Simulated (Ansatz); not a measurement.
Levels about the gap of amorphous silicon nitride (Si45N60) (105 atoms in a cell of 1208 Å³, 2.89 g/cm³; zone centre alone, so wide bands show as single levels with stretches between that a denser mesh fills), at the geometry that PBE relaxed, where it gives -1.4 GPa on a denser mesh. Exact exchange is cut at the faces of this small cell, which leaves a finite-size error. The participation number counts the atoms over which a state spreads; weights are charges in smoothed Voronoi cells. The levels come from a single point, so bond lengths are those of that geometry. Method of the levels: HSE06, scalar-relativistic without spin-orbit coupling (Ansatz, a first-principles code). Sampling: the zone centre alone; Fermi-Dirac width 0.01 eV; collinear spin, started from moments on atoms (the moments died out). At PBE the levels at both edges of the gap are localised (band-tail or defect states), and the nearest spread-out levels lie 3.0 eV apart at the zone centre.

Preparation: random packing, a CHGNet melt and quench, and a DFT relaxation. N atoms were pushed apart under 1.9 Å during the dynamics, to hinder bonds among them. The hot cell started wider than the set density and was brought back towards it in steps. It is the lowest in DFT energy of 2 quenches. It is a model cell: composition and starting density were chosen by hand, and all elements were melted together. No dispersion term was used. A short ab initio anneal came between quench and relaxation. Its density started from a set value of 2.89 and ended at 2.89 g/cm³. The quench (nominally 300 K/ps over its main leg) was far faster than any real one, so the model tends to hold more defects than a real film. Values belong to this one cell and scatter from quench to quench. The volume was held where the preparation left it and the shape relaxed, at a PBE pressure of -1.4 GPa (tension). Stress components on the final sampling reach 1.4 GPa.

```
E - E(highest filled), eV  filling  spin  participation number        largest on  weight N  weight Si
-------------------------  -------  ----  --------------------  ----------------  --------  ---------
-0.78                       filled    up                  11.1   N, 2 neighbours      0.88       0.12
-0.73                       filled    up                   9.7   N, 2 neighbours      0.89       0.11
-0.73                       filled    dn                   9.7   N, 2 neighbours      0.89       0.11
-0.67                       filled    up                  10.7   N, 3 neighbours      0.90       0.10
-0.67                       filled    dn                  10.7   N, 3 neighbours      0.90       0.10
0.00                        filled    up                   3.6   N, 2 neighbours      0.90       0.10
0.00                        filled    dn                   3.6   N, 2 neighbours      0.90       0.10
2.49                         empty    up                   5.8  Si, 4 neighbours      0.43       0.57
2.49                         empty    dn                   5.8  Si, 4 neighbours      0.43       0.57
3.19                         empty    dn                  41.6  Si, 4 neighbours      0.48       0.52
3.19                         empty    up                  41.6  Si, 4 neighbours      0.48       0.52
3.49                         empty    dn                  20.1  Si, 3 neighbours      0.42       0.58
3.49                         empty    up                  20.1  Si, 3 neighbours      0.42       0.58
3.74                         empty    dn                  31.3  Si, 4 neighbours      0.44       0.56
```

Most localised among these is the filled level at +0.00 eV, on a N atom, which has 2 neighbours (Si 1.63 Å, Si 1.64 Å).
